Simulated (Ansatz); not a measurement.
Data:

```
MgSe
1.0
    0.00000     2.72478     2.72478
    2.72478     0.00000     2.72478
    2.72478     2.72478     0.00000
Se Mg
1 1
Direct
  0.00000   0.00000   0.00000
  0.50000   0.50000   0.50000
```

No spin polarisation.

A single point on MgS with a change (S → Se), its geometry relaxed with PBEsol.

Level of theory: Ansatz (a program for electronic structure), r2SCAN, PAW, cutoff 500 eV, no spin-orbit coupling. Γ-centred 10×10×10 mesh, Fermi–Dirac width 0.05 eV.

Question: Predict the pressure, gap character and band gap.

Answer: The pressure comes out as 0.84 GPa and the gap character comes out as indirect, Γ → X. The band gap is 2.50 eV.

Single points use the geometry relaxed with PBEsol. Stability against distortions was not tested. The cell was made from MgS by this change: S → Se.
